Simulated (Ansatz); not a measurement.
# Ru: tensor shear ε_xz = +0.86 %

The parent structure is Ru in the hcp (Mg type) structure (space group P6_3/mmc, No. 194; a = 2.7043 Å, c = 4.2629 Å; relaxed with 0.1 eV smearing). Axes: x lies along a and z along c of the hexagonal cell.

It is then changed as follows: tensor shear ε_xz = +0.86 % (engineering shear γ = 0.0172), atoms relaxed at fixed cell.

The values are results of r2SCAN in Ansatz (plane waves to 500 eV, PAW, no spin-orbit coupling), not measurements. Γ-centred 24×24×14 mesh, Fermi–Dirac width 0.1 eV.

* **Volume per atom**: 13.50 Å³ (base 13.50 Å³)
* **Energy relative to the base (free energy F)**: +2.4 meV/atom
* **Pressure (mean of the normal stresses, compression positive)**: 0.1 GPa (base 0.0 GPa)
* **Band gap**: zero (base zero)
* **Stress (xx, yy, zz, yz, xz, xy; compression positive)**: (0.1, 0.1, 0.2, 0.0, -3.4, 0.0) GPa

Final structure:

```yaml
crystal:
  lattice:
    - [2.70429, 0.00000, 0.02326]
    - [-1.35214, 2.34198, -0.01163]
    - [0.03666, 0.00000, 4.26291]
  atoms:
    - { symbol: Ru, position: [0.66651, 0.33302, 0.75000] }
    - { symbol: Ru, position: [0.33349, 0.66698, 0.25000] }
```

Cost of the whole job for the changed cell (relaxation, final SCF and bands): very roughly 4 core-minutes.

The cells carry an imposed strain or load. Whether these cells are dynamically stable was not tested. The final runs are not spin-polarised.

Ansatz is a program for electronic structure.
